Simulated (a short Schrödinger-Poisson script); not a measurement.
Stack: MOS inversion layer, Al2O3 on p-type Si(110), at 300 K.

From the gate side: 5.6 nm Al2O3; 330 nm Si, acceptors 1.7e18 cm⁻³.

Constants are typed, rounded textbook-type inputs, not results; the design itself was drawn at random and stands for no fabricated device. Al2O3: permittivity 9, conduction-band edge (eV) 2.7, gap (eV) 6.8, electron mass (mₑ) 0.3. Si: permittivity 11.7, conduction-band edge (eV) 0, gap (eV) 1.124, Nv at 300 K (cm⁻³) 3.1e19.

Channel valleys (confinement mass, in-plane density-of-states mass, number): Δ4 0.315, 0.324, 4; Δ2 0.19, 0.417, 2. At the gate the conduction-band edge of layer 1 lies 3.31 eV − eVg above the Fermi level of the channel; the field vanishes at the back. Gaps are held at their typed values at every temperature. Mesh 0.03 nm at interfaces.

From a short Schrödinger-Poisson script (our own, NumPy): 1D Poisson equation in equilibrium, electrons quantum, Hartree (BenDaniel-Duke, 12 states a valley, the channel's in-plane mass for all, wave functions free to enter the dielectric), parabolic valleys, classical holes, full ionisation, no traps, pinning or gate leakage.

```csv
Vg (V),electrons (cm⁻²),C (μF/cm²),Δ4 E0 (meV from the Fermi level),Δ2 E0 (meV from the Fermi level)
1.1,4.11e9,0.312,215.9,241.7
1.2,5.94e10,0.461,146.6,173.1
1.3,3.56e11,0.822,100.0,127.1
1.4,8.88e11,1.01,75.9,103.7
1.5,1.52e12,1.09,61.4,89.8
1.6,2.20e12,1.13,51.3,80.3
1.7,2.91e12,1.16,43.5,73.1
1.8,3.64e12,1.18,37.1,67.3
1.9,4.37e12,1.19,31.7,62.5
2,5.12e12,1.20,27.0,58.3
2.1,5.87e12,1.21,22.9,54.7
2.2,6.63e12,1.22,19.1,51.4
2.3,7.40e12,1.23,15.6,48.4
2.4,8.17e12,1.23,12.4,45.7
2.5,8.94e12,1.24,9.4,43.2
2.6,9.72e12,1.24,6.6,40.9
```

Gate voltages with under 1e9 electrons/cm² are left out.

Q: At Vg = 2.6 V the lowest Δ4 subband lies at 6.6 meV from the Fermi level. How many electrons does it hold, and what share of all?

A: The two-dimensional density of states is g m/(πħ²) = 5.41e11 cm⁻² meV⁻¹ (both spins), kT = 25.9 meV, so n = D kT ln(1 + exp(−E/kT)) = 8.02e12 cm⁻², 0.83 of the 9.72e12 cm⁻² in all.

Q: Compare the slope of the sheet density between 2.4 and 2.6 V with the geometric capacitance of the layers between gate and channel.

A: q Δn/ΔV = 1.24 μF/cm²; ε0/Σ(t/ε) = 1.42 μF/cm². The ratio is 0.87: the channel acts as a further capacitance in series.
